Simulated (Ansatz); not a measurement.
HfO2 under a change: tensor shear ε_yz = +0.66 %

Start from HfO₂ (space group P4_2/nmc, No. 137; a = 3.577 Å, c = 5.203 Å). Axes: x, y, z lie along a, b, c of the conventional cell.

It is then changed as follows: tensor shear ε_yz = +0.66 % (engineering shear γ = 0.0132); the atoms relax in the strained cell.

The values are results of r2SCAN, PAW, 500 eV (Ansatz, a quantum-chemistry and plane-wave program; no spin-orbit coupling), not measurements. k-mesh 9×9×7 (Γ-centred); smearing 0.05 eV (Fermi–Dirac).

The volume per atom is still 11.09 Å³ and the space group becomes P2_1/m (No. 11) (base: P4_2/nmc (No. 137)). The shortest interatomic distance decreases by 0.006 bohr (3.891 bohr → 3.885 bohr) and the energy hardly moves. The pressure (mean of the normal stresses, compression positive) goes from zero to 0.08 GPa and the band gap remains 5.27 eV (an upper bound: an edge found on the path is not a true extremum; the changed cell). The largest internal atomic displacement amounts to 0.018 Å and the stress (xx, yy, zz, yz, xz, xy; compression positive) comes out as (0.03, 0.12, 0.10, -0.24, 0.00, 0.00) GPa.

Final structure:

```yaml
crystal:
  lattice:
    - [3.57678, 0.00000, 0.00000]
    - [0.00000, 3.57678, 0.02361]
    - [0.00000, 0.03434, 5.20264]
  atoms:
    - { symbol: Hf, position: [0.00000, 0.00499, 0.00005] }
    - { symbol: Hf, position: [0.50000, 0.49501, 0.49995] }
    - { symbol: O, position: [0.00000, 0.50031, 0.19610] }
    - { symbol: O, position: [0.00000, 0.49929, 0.69598] }
    - { symbol: O, position: [0.50000, 0.99969, 0.30390] }
    - { symbol: O, position: [0.50000, 0.00071, 0.80402] }
```

Spin-orbit coupling, missing from the scalar runs, can matter with Hf. No phonon test of stability was made. This is not the structure that HfO2 has at room temperature and ambient pressure.
